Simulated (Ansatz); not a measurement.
LaBi (model structure, started from the CsCl type, Pm-3m, No. 221, 2 atoms in the cell), treated with r²SCAN (Ansatz, a first-principles code, PAW).

Settings: plane-wave cutoff 560 eV, 14×14×14 k mesh, Fermi–Dirac smearing 0.05 eV, scalar-relativistic PAW data made under PBE.

Cell (relaxed at this level):

```cif
data_BiLa
_chemical_formula_sum 'La1 Bi1'
_space_group_name_H-M_alt 'P 1'
_space_group_IT_number 1
_cell_length_a 4.04880
_cell_length_b 4.04880
_cell_length_c 4.04880
_cell_angle_alpha 90.000
_cell_angle_beta 90.000
_cell_angle_gamma 90.000
loop_
_space_group_symop_operation_xyz
  'x, y, z'
loop_
_atom_site_label
_atom_site_type_symbol
_atom_site_fract_x
_atom_site_fract_y
_atom_site_fract_z
_atom_site_occupancy
La1 La 0.00000 0.00000 0.00000 1
Bi1 Bi 0.50000 0.50000 0.50000 1
```

Problem. Predict the bulk modulus B0.

Solution. 
- bulk modulus B0: 53.0 GPa

The run finds no gap.

Note: the bulk modulus is −V dP/dV from two relaxed cells at ±2 % in volume; the relaxation could raise the start's symmetry but not lower it, so the cell can be a saddle point.

Spin–orbit coupling is not included; it can shift volumes and moduli of such heavy elements.

Static lattice: no zero-point or thermal effects.

Computing time: around 120 core-seconds (rough).

A model structure was made by putting elements into a prototype or built by hand; it is no filed structure, need not be a known phase, and can be a saddle point held by its symmetry.
